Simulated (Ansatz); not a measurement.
Ru: stress against strain

Ru (hcp, P6_3/mmc, 13.093 Å³/atom at rest, c along z) under a strain ε along a direction in the basal plane (axis x), the other axes held. LDA in Ansatz, a plane-wave DFT program (PAW, default set), 420 eV, 25×25×14 Γ-centred mesh, Fermi-Dirac smearing 0.10 eV; ions are relaxed within the symmetry of each cell. Stress is positive for a compressed cell.

Here s stands for strain and y for stress xx.

```csv
strain (%),stress xx (GPa)
-1.50,10.55
-1.00,6.88
-0.50,3.36
0.00,0.00
0.50,-3.20
1.00,-6.27
1.50,-9.18
3.00,?
```

The 7 complete rows are fitted with a straight line, y against s. Means: s 0, y 0.306. About the means, the sum of products is -46.025 and the sum of squares of s is 7.0000; the slope is their ratio. Least squares gives y = 0.306 - 6.5750·s. Residuals (row less fit): 0.382, -0.001, -0.234, -0.306, -0.219, -0.001, 0.377; standard error 0.311 (degrees of freedom: 5). The slope gives the elastic constant C11 = 658 ± 12 GPa.

Question: Predict the withheld y at s = 3.00 from the fit, and compare with the calculation.

Answer: y = 0.306 - 6.5750 × 3.0 = -19.419 GPa. The calculation gives -17.11 GPa, 2.309 GPa above the prediction (8.3 % of the range of y in the table). The row lies outside the fitted rows, so this is an extrapolation. From the scatter of the fitted rows alone, a prediction at this place has a standard error of 0.484 GPa, so the miss is 4.8 times that.

One order more, fitted to all 13 runs of the series, follows each within 0.05, so the miss is the next term of a smooth law. In a metal these values are sensitive to mesh and smearing; energies are taken to zero smearing, stresses follow the free energy. Rows are the converged runs of the series near zero and its far end; series whose fitted rows scatter by over a few per cent of the range, as at a crossing or softening among them, aren't shown in this form. Most that stay on the fit to the last digits aren't either.
